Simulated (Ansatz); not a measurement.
## How the polycrystal shear modulus of AlB2-type ZrB₂ moves with the method

No measured value is used here.

```tsv
level (code)	value (GPa)	cell (Å³/atom)
LDA (Ansatz)	251	9.88
PBE (Ansatz)	?	10.28
PBEsol (Ansatz)	243	10.07
r²SCAN (Ansatz)	239	10.28
```

Q: Fill in the missing entries.

A: 
- PBE (Ansatz, an electronic-structure program), value (GPa): 232

Each level is taken at its own relaxed cell. Cutoffs differ between the levels. Ansatz's density-functional and Hartree–Fock values are scalar-relativistic unless marked +SOC, with PAW data made under PBE.
